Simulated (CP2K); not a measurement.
Band structure of HfO2 (Fm-3m, 3 atoms in the cell).

```
HfO2
1.0
    3.59462     0.00000     0.00000
    1.79731     3.11303     0.00000
    1.79731     1.03768     2.93499
Hf O
1 2
Direct
  0.00000   0.00000   0.00000
  0.25000   0.25000   0.25000
  0.75000   0.75000   0.75000
```

Computed with PBE, GPW, DZVP-MOLOPT-PBE-GTH basis, GTH-PBE potentials (POTENTIAL_UZH) (CP2K).

Settings: CUTOFF = 500 Ry; REL_CUTOFF = 40 Ry; SMEAR/METHOD = FERMI_DIRAC; ELECTRONIC_TEMPERATURE = 232.09 K; KPOINTS/SCHEME = MONKHORST-PACK 9 9 9; XC_FUNCTIONAL = PBE; Hf/BASIS_SET = DZVP-MOLOPT-PBE-GTH-q12; Hf/POTENTIAL = GTH-PBE-q12; O/BASIS_SET = DZVP-MOLOPT-PBE-GTH-q6; O/POTENTIAL = GTH-PBE-q6; METHOD = GPW; EPS_DEFAULT = 1e-11; EXTRAPOLATION = USE_GUESS; NGRIDS = 5.

The starting cell has typed, rounded lattice constants, without a prior relaxation at this level. Its lattice was rescaled by a random factor within 2.5 % of one. Spin-orbit coupling is off. Values carry the incompleteness of an atom-centred basis.

Question: Predict the gap along the standard path and the places of the band edges.

Answer: The gap along the path is 3.96 eV, direct at X to within 0.01 eV. Another conduction valley lies within 0.1 eV, so the order of the valleys is not sure.

Levels in eV from the top of the valence band on the SCF mesh, bands 9 to 13:
```
point      9     10     11     12    13
-----  -----  -----  -----  -----  ----
Γ      -5.19  -0.54  -0.54  -0.54  4.06
X      -3.37  -1.40  -1.40   0.05  4.01
W      -2.45  -2.45  -1.26  -0.15  4.99
K      -3.25  -2.11  -1.19  -0.28  4.51
L      -2.89  -2.65  -1.76  -1.76  4.77
U      -3.25  -2.11  -1.19  -0.28  4.51
```

Higher empty bands are left out: an atom-centred basis made for the valence describes them poorly.
